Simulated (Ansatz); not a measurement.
An Ansatz (a program for electronic structure) run: Nb with a change (x(Y) = 0.75, 4 atoms, Immm); plane-wave PAW DFT at the r2SCAN level (Ansatz, 500 eV), without spin-orbit coupling.

Input:

Ansatz 0.2 input:
```yaml
crystal:
  lattice:
    - [-2.4112217515, 2.4112217515, 4.757664891]
    - [2.4112217515, -2.4112217515, 4.757664891]
    - [2.4112217515, 2.4112217515, -4.757664891]
  atoms:
    - { symbol: Nb, position: [0, 0, 0] }
    - { symbol: Y, position: [0.5, 0.5, 0] }
    - { symbol: Y, position: [0.75, 0.25, 0.5] }
    - { symbol: Y, position: [0.25, 0.75, 0.5] }
basis: { ecutwfc: 500, ecutrho_ratio: 4, xc_grid: 4, fft_grid_basis: typed }
kpoints: { mp_grid: { grid: [14, 14, 14] } }
hamiltonian:
  xc: r2scan
  dispersion: none
  pseudopotentials: { kind: paw }
scf: { occupations: { method: fermi_dirac, width: 0.05 }, convergence: { dr2_threshold: 0.0000000004 } }
output: { forces: true, stress: true }
checkpoint: { write: state.ck, write_every: 1000 }
```

Output (explanatory and most iteration lines left out):

```
Pseudopotential: Nb, paw, valence charge 13
Pseudopotential: Y, paw, valence charge 11
Crystal: 4 atoms, lattice volume = 110.644 Å³
Basis set: ecut = 500 eV, 2833 PW (Γ), exchange–correlation on 180×180×180 points (64 copies of the dense FFT grid, shifted against one another)
Bands: 28, of which v1, the nominal top of the filled ones, is band 23 counted from 1 (22 counted from 0)
Symmetry: 16 space group operations
Space group: I4/mmm (ITA 139), of the structure as read, at distance tolerance 4.8e-5 Å
k-points: 244 of 2744
Functional: x = r2scan, c = r2scan; τ floored in thin density (d = 2e-4 eV/Å³)
SCF iter   1: F=—  HF=-16141.382544 eV  |F-HF|=—  |Δ(HF+E_count)|=         —  Δρ=7.11e-3  dr2=8.93e-2  dr2_τ=1.37e-2  ethr=1.77e-3  ⟨swp⟩=4.8  Hψ=25635  notcnv=0
SCF iter   2: F=—  HF=-16141.502903 eV  |F-HF|=—  |Δ(HF+E_count)|=   1.20e-1  Δρ=4.51e-3  dr2=2.47e-2  dr2_τ=1.24e-3  ethr=1.94e-4  ⟨swp⟩=3.0  Hψ=14127  notcnv=0
SCF 1 converged in 10 iterations: F = -16141.505112 eV  dr2 = 1.39e-10
SCF converged after 10 iterations
Free energy (F): -16141.505112 eV
Internal energy: -16141.468508 eV  (E = F + TS)
E sigma→0 (E₀):  -16141.486810 eV
Entropy (-TS):   -0.036604 eV (-9.151 meV/atom)
Fermi energy:    11.355618 eV
--- Forces (eV/Å), atoms counted from 1 ---
  atom   1  Nb     0.00000000     0.00000000    -0.00000000
  atom   2  Y      0.00000000     0.00000000     0.00000000
  atom   3  Y      0.00000000     0.00000000     0.00000000
  atom   4  Y      0.00000000    -0.00000000     0.00000000
--- Stress (GPa, compression-positive) ---
       -0.004586      -0.000000       0.000000
       -0.000000      -0.004586       0.000000
        0.000000      -0.000000      -0.011902
  P = ⅓ Tr σ = -0.0070 GPa (-0.070 kbar)
```

Each cell is one ordered arrangement of few atoms, which overstates ordering effects compared with a random alloy. Stability against distortions was not tested. The final runs are not spin-polarised. The cell was made from Nb by this change: x(Y) = 0.75, 4 atoms, Immm. Under x(Y) = 0.75, 4 atoms, Immm the cell changed shape so far that it is another structure.
